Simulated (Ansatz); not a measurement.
H-closed faces of germanium tilted from (001) about [1-10], as constructed symmetric slabs with H on every dangling bond (atoms that miss the same neighbour and have two cut bonds are paired). γ counts from the bulk crystal and H at Δμ(H) = -0.8 eV from ½ H2 at 0 K, without zero-point or thermal terms. Each face has its own k-mesh and counts from a separate bulk run, which leaves one or two hundredths of a J/m² open.

Method: PBE (plane waves to 420 eV, PAW; Ansatz, a program for electronic structure).

```csv
face,tilt θ (°),tan θ,H a nm²,γ (J/m²)
(001),0.0,0.000,6.03,1.146
(117),11.4,0.202,6.75,1.260
(115),15.8,0.283,6.96,?
(113),25.2,0.471,7.27,1.313
```

**Question.** For a staircase of terraces and steps that do not interact, γ/cos θ = γ₀ + s tan θ, where s is the step energy a length over the step height. Fit the rows given and predict the withheld γ.

**Answer.** γ/cos θ for the rows given: 1.146, 1.285, 1.452 J/m². The line has γ₀ = 1.149 J/m² and s = 0.648 J/m² (steps cost energy). At tan θ = 0.283: (1.149 + 0.648 × 0.283) × cos θ = 1.282 J/m²; the run gave 1.283 J/m², 0.001 J/m² from the prediction.

Left out: (119) (not run, not converged or changed in bonds, buckling or contacts).
